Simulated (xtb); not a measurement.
xtb 6.7.1, GFN2-xTB: Cu(Br)2(dme) (C[O]1CC[O](C)->[Cu]<-1([Br])[Br]), charge 0, multiplicity 2, 19 atoms. The geometry is a generated start, not checked to be a minimum at this level.

```
Item                                                                                                           Result
------------------------  -------------------------------------------------------------------------------------------
method                                                                                                       GFN2-xTB
--acc                                                                                                     1 (default)
--etemp (K)                                                                                             300 (default)
detailed input (--input)  none: ANC optimiser, Lindh (1995) Hessian, microcycle=20, maxdispl=1.0, hlow=0.01 (default)
basis functions                                                                                                    64
valence electrons                                                                                                  63
```

```xyz
19

Cu     1.8359     0.0113     0.1281
Br     1.7857    -2.0939     0.9486
Br     3.3668     1.6034    -0.1656
C     -0.1446     0.6035     2.4808
O      0.0270     0.8575     1.0966
C     -1.0729     0.4530     0.3031
C     -0.6937     0.7160    -1.1543
O      0.4186    -0.0632    -1.5559
C      0.0939    -1.3581    -2.0399
H      0.7558     0.9639     2.9750
H     -0.2680    -0.4670     2.6751
H     -1.0156     1.1472     2.8570
H     -1.9638     1.0314     0.5716
H     -1.2819    -0.6138     0.4650
H     -0.3777     1.7592    -1.2535
H     -1.5484     0.5272    -1.8111
H     -0.3964    -1.9743    -1.2805
H      1.0334    -1.8280    -2.3233
H     -0.5541    -1.2753    -2.9167
```

Charge 0 and multiplicity 2 are set for this test and not shown to be the ground state. GFN-xTB has no spin term: --uhf 1 sets the occupations alone.

The structure is relaxed from this start with --opt LEVEL for the levels crude, sloppy, loose, lax, normal, tight, vtight, extreme, once each. Up to the end of the extreme run atoms move by at most 0.070 Å along an axis.

Question: Choose the cheapest level whose final energy lies within 1 meV of that of extreme.

Answer: normal: 6 cycles against 22, ending 0.47 meV above.

```
level    cycles  energy above the extreme run (meV)  gradient norm (eV/Å)
-------  ------  ----------------------------------  --------------------
crude         1                                 1.9                 0.091
sloppy        1                                 1.9                 0.091
loose         1                                 1.9                 0.091
lax           1                                 1.9                 0.091
normal        6                                0.47                 0.017
tight        12                               0.076                 0.011
vtight       22                          under 0.01                0.0015
extreme      22                                   —                0.0015
```
